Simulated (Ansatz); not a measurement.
# Lattice parameter a of TaRu (P4/mmm, No. 123, 2 atoms in the cell; start mp-1217908) at several levels of theory

No measured value is used here.

```
level (code)     value (Å)
---------------  ---------
LDA (Ansatz)         3.004
PBEsol (Ansatz)      3.025
r²SCAN (Ansatz)      3.044
```

Density-functional levels without +SOC have no spin–orbit coupling. LDA, PBEsol, r²SCAN: the run has no spin polarisation, so it can have missed a magnetic state. LDA, PBEsol, r²SCAN: the relaxation could not lower the start's symmetry, so the cell can be a saddle point above a distorted one. Cutoffs differ between the levels. Ansatz's density-functional and Hartree–Fock values are scalar-relativistic unless marked +SOC, with PAW data made under PBE.

A start named mp-… is a Materials Project structure, which need not be a measured phase.

Ansatz is an electronic-structure program.
